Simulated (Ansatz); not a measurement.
An Ansatz (a program for electronic structure) input (PBEsol in Ansatz (plane waves to 420 eV, PAW, no spin-orbit coupling)):

Ansatz 0.2 input:
```yaml
crystal:
  lattice:
    - [0, 2.428055864, 2.428055864]
    - [2.428055864, 0, 2.428055864]
    - [2.428055864, 2.428055864, 0]
  atoms:
    - { symbol: Y, position: [0.5, 0.5, 0.5] }
    - { symbol: N, position: [0, 0, 0] }
basis: { ecutwfc: 420, ecutrho_ratio: 4, xc_grid: 2, fft_grid_basis: typed }
kpoints: { mp_grid: { grid: [12, 12, 12] } }
hamiltonian:
  xc: pbesol
  dispersion: none
  pseudopotentials: { kind: paw }
scf: { occupations: { method: fermi_dirac, width: 0.05 }, convergence: { dr2_threshold: 0.0000000002 } }
output: { forces: true, stress: true }
```

Problem. Which symmetry and how many k-points will the program report, and about how many plane waves at Γ?

Solution. Space group Fm-3m (ITA 225) with 48 operations, k-points 72 of 1728, and 537 plane waves at Γ.

No phonon test of stability was made. The base started in Pnma and relaxed to Fm-3m at this level. The cell is YN in the rock salt structure (space group Fm-3m, No. 225).
